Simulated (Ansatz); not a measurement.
Subject: the reaction energy. Reaction: 2 Ga (Cmce) + 1/2 O2 (gas) → Ga2O (gas). A negative value means that the right-hand side lies lower.

Ga (Cmce), 4 atoms in the cell, k-point mesh 16×16×14 on the run's own vectors. Conventional cell: a = 4.591 Å, b = 7.735 Å, c = 4.577 Å, α = 90.00°, β = 90.00°, γ = 90.00°.

An isolated Ga2O molecule (singlet) in a box of 14 × 12 × 12 Å.
```xyz
3

O      0.0000    -0.0011     0.0000
Ga     1.8209     0.0006     0.0000
Ga    -1.8209     0.0006     0.0000
```

An isolated O2 molecule (triplet) in a box of 11 × 11 × 13 Å.

Plane-wave PAW calculations with Ansatz (a quantum-chemistry and plane-wave program), its default PAW set, cutoff 420 eV, 500 eV for r2SCAN. The structures are at rest with PBE; other levels are single points on them. HSE06 runs on coarser k-point meshes, mended by the PBE difference between the two meshes. Some cells are metallic or hold partly filled levels, where a hybrid on a coarse mesh is less sure. Neutral cells; Fermi-Dirac smearing of at most 0.10 eV in the solids, energies taken to zero width. The lattices are those relaxed with PBE, so at other levels the solids can be strained, which adds to the spread. A dispersion term (D3(BJ), or D4 for r2SCAN) was computed beside these levels and is taken off wherever the name lacks it. No zero-point or thermal terms.

Q: What value does r2SCAN give?

A: -0.82 eV, for 2 Ga (Cmce) + 1/2 O2 (gas) → Ga2O (gas).

Q: How does the value move with the functional?

A: 
| Level | value (eV) | less r2SCAN |
|---|---|---|
| HSE06 | -0.98 | -0.16 |

The levels span 0.16 eV, from HSE06 (-0.98) to r2SCAN (-0.82).
